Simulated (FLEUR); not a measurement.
A working FLEUR input for Mg₃Mo (Pmm2, 4 atoms in the cell) (DFT, PBEsol, all-electron FLAPW (FLEUR), scalar-relativistic valence):

```xml
# input of inpgen
Mg3Mo
&input film=f /
2.8732300000 0.0000000000 0.0000000000
0.0000000000 4.9047300000 0.0000000000
0.0000000000 0.0000000000 5.4211100000
1.8897261246
1.0 1.0 1.0

4
12 0.0000000000 0.0000000000 0.6549700000
12 0.0000000000 0.5000000000 0.3248900000
12 0.5000000000 0.5000000000 0.8658000000
42 0.5000000000 0.0000000000 0.1543300000

&comp jspins=1 /
&exco xctyp='PBEs' /
&kpt div1=5 div2=3 div3=3 /
&end /
# inp.xml
<?xml version="1.0" encoding="UTF-8" standalone="no"?>
<fleurInput fleurInputVersion="0.39">
   <comment>
      Mg3Mo                                                                                               
   </comment>
   <calculationSetup>
      <cutoffs Kmax="4.0" Gmax="12.0" GmaxXC="12.0" numbands="0"/>
      <scfLoop itmax="60" minDistance="0.00001" maxIterBroyd="40" imix="Anderson" alpha="0.05" precondParam="0.0" spinf="2.0"/>
      <coreElectrons ctail="T" frcor="F" kcrel="0" coretail_lmax="0"/>
      <xcFunctional name="PBEs" relativisticCorrections="F"/>
      <magnetism jspins="1"/>
      <soc l_soc="F" theta="0.0" phi="0.0" spav="F"/>
      <expertModes spex="0" secvar="F"/>
      <geometryOptimization l_f="T" forcealpha="1.0" forcemix="BFGS" epsdisp="0.00001" epsforce="0.00001"/>
      <ldaU l_linMix="F" mixParam="0.05" spinf="1.0"/>
   </calculationSetup>
   <cell>
      <bzIntegration valenceElectrons="44.0" mode="hist" fermiSmearingEnergy="0.00367493">
         <kPointListSelection listName="default-1"/>
         <!-- k-points included here -->
         <xi:include xmlns:xi="http://www.w3.org/2001/XInclude" href="kpts.xml"> </xi:include>
      </bzIntegration>
      <!-- symmetry operations included here -->
      <xi:include xmlns:xi="http://www.w3.org/2001/XInclude" href="sym.xml"> </xi:include>
      <bulkLattice scale="1.0">
         <bravaisMatrix>
            <row-1>    5.4296177929844580     0.0000000000000000     0.0000000000000000</row-1>
            <row-2>    0.0000000000000000     9.2685964151093572     0.0000000000000000</row-2>
            <row-3>    0.0000000000000000     0.0000000000000000    10.2444131913303043</row-3>
         </bravaisMatrix>
      </bulkLattice>
   </cell>
   <atomSpecies>
      <species name="Magnesium (Mg)" element="Mg" atomicNumber="12">
         <mtSphere radius="2.54" gridPoints="877" logIncrement="0.013"/>
         <atomicCutoffs lmax="10" lnonsphr="8"/>
         <electronConfig flipSpins="F">
            <coreConfig>(1s1/2)</coreConfig>
            <valenceConfig>(2s1/2) (2p1/2) (2p3/2) (3s1/2)</valenceConfig>
         </electronConfig>
         <energyParameters s="3" p="3" d="3" f="4"/>
         <lo type="SCLO" l="0" n="2" eDeriv="0"/>
         <lo type="SCLO" l="1" n="2" eDeriv="0"/>
      </species>
      <species name="Molybdenum (Mo)" element="Mo" atomicNumber="42">
         <mtSphere radius="2.54" gridPoints="877" logIncrement="0.015"/>
         <atomicCutoffs lmax="10" lnonsphr="8"/>
         <electronConfig flipSpins="F">
            <coreConfig>(1s1/2) (2s1/2) (2p1/2) (2p3/2) (3s1/2) (3p1/2) (3p3/2) (3d3/2) (3d5/2)</coreConfig>
            <valenceConfig>(4s1/2) (4p1/2) (4p3/2) (5s1/2) (4d3/2) (4d5/2)</valenceConfig>
            <stateOccupation state="(5s1/2)" spinUp="0.5" spinDown="0.5"/>
            <stateOccupation state="(4d3/2)" spinUp="1.0" spinDown="1.0"/>
            <stateOccupation state="(4d5/2)" spinUp="1.5" spinDown="1.5"/>
         </electronConfig>
         <energyParameters s="5" p="5" d="4" f="4"/>
         <lo type="SCLO" l="0" n="4" eDeriv="0"/>
         <lo type="SCLO" l="1" n="4" eDeriv="0"/>
      </species>
   </atomSpecies>
   <atomGroups>
      <atomGroup species="Magnesium (Mg)">
         <relPos label="                   1">.0000000000 .0000000000 -.3450300000</relPos>
         <force calculate="T" relaxXYZ="TTT"/>
      </atomGroup>
      <atomGroup species="Magnesium (Mg)">
         <relPos label="                   2">.0000000000 1.000/2.000 .3248900000</relPos>
         <force calculate="T" relaxXYZ="TTT"/>
      </atomGroup>
      <atomGroup species="Magnesium (Mg)">
         <relPos label="                   3">1.000/2.000 1.000/2.000 -.1342000000</relPos>
         <force calculate="T" relaxXYZ="TTT"/>
      </atomGroup>
      <atomGroup species="Molybdenum (Mo)">
         <relPos label="                   4">1.000/2.000 .0000000000 .1543300000</relPos>
         <force calculate="T" relaxXYZ="TTT"/>
      </atomGroup>
   </atomGroups>
   <output dos="F" band="F" slice="F">
      <checks vchk="F" cdinf="F"/>
      <bandDOS minEnergy="-.5*Htr" maxEnergy="0.5*Htr" sigma="0.015" storeEVData="T"/>
      <vacuumDOS vacdos="F" integ="F" star="F" nstars="0" locx1="0.0" locy1="0.0" locx2="0.0" locy2="0.0" nstm="0" tworkf="0.0"/>
      <unfoldingBand unfoldBand="F" supercellX="1" supercellY="1" supercellZ="1"/>
      <plotting iplot="0" polar="F">
         <plot TwoD="T" vec1="  1.0  0.0  0.0" vec2="  0.0  1.0  0.0" vec3="  0.0  0.0  1.0" zero="  0.0  0.0  0.0" file="plot"/>
      </plotting>
      <chargeDensitySlicing numkpt="0" minEigenval="0.0" maxEigenval="0.0" nnne="0" pallst="F"/>
      <specialOutput eonly="F"/>
      <magneticCircularDichroism mcd="F" energyLo="-10.0" energyUp="0.0"/>
   </output>
  <!-- We include the file relax.xml here to enable relaxations (see documentation) -->
  <xi:include xmlns:xi="http://www.w3.org/2001/XInclude" href="relax.xml"> <xi:fallback/> </xi:include>
</fleurInput>
```

The run converged in 20 iterations: free energy E − TS -126453.9135 eV; Fermi level (on the code's own zero) 6.07 eV. Each of these slips is then made, one at a time:

(1)
```diff
-      <bzIntegration valenceElectrons="44.0" mode="hist" fermiSmearingEnergy="0.00367493">
+      <bzIntegration valenceElectrons="44.0" mode="hist" fermiSmearingEnergy="0.1">
```

(2)
```diff
-         <atomicCutoffs lmax="10" lnonsphr="8"/>
+         <atomicCutoffs lmax="10" lnonsph="8"/>
```

Problem. What happens in each case?

Solution. 
(1) An energy in the wrong unit. The run converged in 17 iterations without an error; against the sound input the free energy goes down by 6.51 eV/atom.

(2) A keyword that the program does not know. The program stopped before any SCF iteration.
```
Error message: XML document cannot be validated against Schema.
Error occurred in subroutine: xml%ValidateDoc
Hint: If there are no details listed above this message use 'xmllint --xinclude --schema FleurInputSchema.xsd inp.xml'.
Error from PE:0/1
inp.xml:36: Schemas validity error : Element 'atomicCutoffs', attribute 'lnonsph': The attribute 'lnon [...]
```

The starting cell comes from a database of computed structures (which also holds hypothetical and non-ambient phases and stackings), without a prior relaxation at this level. Spin polarisation is off. Values depend on the basis (sphere radii, cutoffs, local orbitals), which need not be converged.

Left out of this page: 4 runs of the series outside the window shown, repeating another row's setting, or not comparable.
